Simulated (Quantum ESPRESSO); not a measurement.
## Do energy and pressure agree? Two volumes of In (I4/mmm, 1 atom in the cell)

```yaml
crystal:
  lattice:
    - [1.62987, -1.62987, 2.48243]
    - [1.62987, 1.62987, 2.48243]
    - [-1.62987, -1.62987, 2.48243]
  atoms:
    - { symbol: In, position: [0.00000, 0.00000, 0.00000] }
```

Method of the run: PBE, PseudoDojo standard norm-conserving (PBE) pseudopotentials (plane waves; Quantum ESPRESSO).

Settings: ecutwfc = 168 Ry; occupations = smearing; smearing = fermi-dirac; degauss = 0.0073499 Ry; potentials = {In: In.upf}; K_POINTS = automatic 7 7 7 0 0 0; conv_thr = 1e-11 Ry; mixing_beta = 0.5. This cutoff ends a ladder whose last two steps agree within 1 meV/atom.

The second cell is the first with its lattice scaled by 0.98, at the same fractional positions.

The starting cell has typed, rounded lattice constants, without a prior relaxation at this level. Its lattice was rescaled by up to half a per cent.

| cell | volume (Å³/atom) | pressure (GPa) | F less the first cell's (meV/atom) |
|---|---|---|---|
| first | 26.3782 | 1.22 | 0.00 |
| second | 24.8269 | 4.11 | ? |

Estimate the energy of the second cell from the pressures, and the bulk modulus between the two volumes.

With P = −dF/dV, the trapezoid gives ΔF ≈ −(P₁ + P₂)/2 · ΔV = −(2.665 GPa) · (-1.5513 Å³) = 25.80 meV/atom (1 eV/Å³ = 160.22 GPa). The modulus at fixed fractional positions is B = −ΔP/Δln V = 48 GPa, a mean over the interval; zero pressure lies outside it, so this is not the modulus at equilibrium. P(V) is curved, so the trapezoid lies high by about |ΔV|³·B·(1 + B′)/(12·V̄²) = 0.71 meV/atom for an assumed B′ = 4, which leaves 25.09 meV/atom. The runs gave 24.94 meV/atom, a miss of 0.15 meV/atom. Cases were kept where this miss is small, so the page shows the method and is no test of it.

Left out of this page: 15 runs of the series outside the window shown, repeating another row's setting, or not comparable.
